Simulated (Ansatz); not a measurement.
We consider MgCdS2 (model structure, started from the ScAlN2 type, P3m1, No. 156, 4 atoms in the cell), described by PBEsol (Ansatz, a first-principles code, plane waves, PAW).

Settings: plane-wave cutoff 520 eV, 12×12×6 k mesh (along the axes of the cell as run), Fermi–Dirac smearing 0.01 eV, scalar-relativistic PAW data made under PBE.

Cell (relaxed at this level):

CdMgS$_{2}$ is modelled in the trigonal space group P3m1 (No. 156), Pearson symbol hP4. Cell: a = b = 4.075 Å, c = 6.573 Å, α = β = 90.00°, γ = 120.00°. Cd on 1b is surrounded by 4 S at 2.510–2.523 Å (tetrahedral). S1 on 1b is coordinated by 3 Mg at 2.461 Å and 1 Cd at 2.523 Å (tetrahedral). Mg on 1c is coordinated by 4 S at 2.453–2.461 Å (tetrahedral). S2 on 1c sees 1 Mg at 2.453 Å and 3 Cd at 2.510 Å (tetrahedral). (Neighbours: up to the widest gap in distance over summed covalent radii, below 1.35, at either atom; cation-cation and far metal-metal contacts left out.)

Predict the band gap and bulk modulus.


* **band gap**: 1.90 eV (on the SCF k mesh)
* **bulk modulus**: 59.3 GPa

Note: the bulk modulus is −V dP/dV from two relaxed cells at ±2 % in volume; the relaxation could raise the start's symmetry but not lower it, so the cell can be a saddle point.

Spin–orbit coupling is not included.

A model structure was made by putting elements into a prototype or built by hand; it is no filed structure, need not be a known phase, and can be a saddle point held by its symmetry.
